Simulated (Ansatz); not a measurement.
**A computed series for InSb: response to strain**

The parent structure is InSb in the zinc blende structure (space group F-43m, No. 216).

```
InSb
1.0
    0.00000     3.25957     3.25957
    3.25957     0.00000     3.25957
    3.25957     3.25957     0.00000
Sb In
1 1
Cartesian
  4.88936   4.88936   4.88936
  0.00000   0.00000   0.00000
```

Cartesian axes are those of the cell as printed.

Strains are applied to the cell and any free atomic positions relax; under biaxial strain the out-of-plane vector relaxes too.

Computed with Ansatz (an electronic-structure program), PBEsol, PAW, cutoff 420 eV, spin-orbit coupling left out.

Candidates:
(a) strain tensor (xx, yy, zz, yz, xz, xy) = (−1.08, −2.09, +0.26, +2.08, +0.79, −1.07) %
(b) biaxial strain −0.89 %, plane normal [111], relaxed out of plane
(c) tensor shear ε_xy = +0.44 %

Notes on the quantities. energy relative to the base: free energy F.

Question: Order them by energy relative to the base, highest first.

Answer: (a) strain tensor (xx, yy, zz, yz, xz, xy) = (−1.08, −2.09, +0.26, +2.08, +0.79, −1.07) % (+12 meV/atom), (b) biaxial strain −0.89 %, plane normal [111], relaxed out of plane (+1.5 meV/atom), (c) tensor shear ε_xy = +0.44 % (+0.2 meV/atom)

Whether these cells are dynamically stable was not tested. All final runs are without spin polarisation.
